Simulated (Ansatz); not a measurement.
**Point defect N_C in 4H silicon carbide**

Computed with PBE, PAW (plane waves to 420 eV; Ansatz, a program for electronic structure). A 3×2×1 supercell of 96 sites was used; the energies come from a 2×2×2 shifted sampling of its zone. Site at the start: the C(h) site. Energies of charged states are corrected for periodic images (point charge plus alignment at distant sites). Dielectric constants: PBE linear response of the host. Host gap at this level: 2.23 eV. These values are not converged in cell size to better than tenths of an eV. PBE underestimates the host's gap, which shifts levels and can delocalise carriers. Spin–orbit coupling is left out. Each state is the lowest found from its start.

Formation energies E_f are given with the Fermi level at the valence-band maximum. Chemical conditions: C-rich (Δμ(C) = 0.00 eV, Δμ(N) = -1.55 eV, bounded by beta Si3N4; only phases computed here count, gases as isolated molecules at 0 K); Si-rich (Δμ(C) = -0.41 eV, Δμ(N) = -1.86 eV, bounded by beta Si3N4; only phases computed here count, gases as isolated molecules at 0 K). Reference phases: C: graphite, N: N2 molecule in a box.

```
charge         moment (μB)  largest move off a lattice site (Å)  image correction with alignment (eV)  E_f, C-rich (eV)  E_f, Si-rich (eV)
------  ------------------  -----------------------------------  ------------------------------------  ----------------  -----------------
+1      not spin-polarised                                 0.03                                  0.18             -0.52              -0.62
0*                quenched                                 0.03                                     –                 –                  –
−1*     not spin-polarised                                 0.03                                     –                 –                  –
```

* At this level the carrier isn't localised at the defect: at charge 0 electrons occupy the conduction band; at charge −1 electrons occupy the conduction band. Such a state is shallow or no state of the defect, and this cell gives it no level.

Starting moments that weren't kept: charge 0 began with 1 μB and ended with 0.0.

No other site or start that was run ended lower by more than 0.1 eV.

Flagged in the runs: a doubtful potential alignment, a host whose relaxation on this sampling wasn't shown to rest.
